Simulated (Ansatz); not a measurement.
Take TiC in the rock salt structure (space group Fm-3m, No. 225; a = 4.2934 Å; relaxed with 0.1 eV smearing) as the base. Axes: x, y, z lie along the cube axes.

Structures relaxed with DFT with PBEsol, PAW potentials and a 420 eV plane-wave cutoff in Ansatz (an electronic-structure program), spin-orbit coupling left out.

Base:

Simulated powder pattern, Cu Kα1, λ = 1.54056 Å (kinematic, ideal powder, no thermal factors, no anomalous dispersion; the 10 strongest lines at most, above 2 %, up to 2θ = 90°):

```
2θ (°)  I/Imax (%)    hkl
------  ----------  -----
36.21           87  (111)
42.06          100  (200)
60.99           57  (220)
73.03           30  (311)
76.85           18  (222)
```

After one change:

Simulated powder pattern, Cu Kα1, λ = 1.54056 Å (kinematic, ideal powder, no thermal factors, no anomalous dispersion; the 10 strongest lines at most, above 2 %, up to 2θ = 90°):

```json
[
 {"2θ (°)": "36.31", "I/Imax (%)": "100"},
 {"2θ (°)": "41.96", "I/Imax (%)": "39"},
 {"2θ (°)": "42.28", "I/Imax (%)": "76"},
 {"2θ (°)": "61.08", "I/Imax (%)": "43"},
 {"2θ (°)": "61.33", "I/Imax (%)": "21"},
 {"2θ (°)": "72.95", "I/Imax (%)": "12"},
 {"2θ (°)": "73.40", "I/Imax (%)": "23"},
 {"2θ (°)": "77.09", "I/Imax (%)": "20"}
]
```

What was done to the base?
A. biaxial strain +3.00 %, plane normal [001], relaxed out of plane
B. biaxial strain +1.00 %, plane normal [001], relaxed out of plane
C. biaxial strain −0.50 %, plane normal [001], relaxed out of plane
D. biaxial strain −2.50 %, plane normal [001], relaxed out of plane

C, biaxial strain −0.50 %, plane normal [001], relaxed out of plane. Its volume per atom is 9.82 Å³ against 9.89 Å³, and its space group is I4/mmm (No. 139).

Stability against distortions was not tested. The final runs are not spin-polarised.
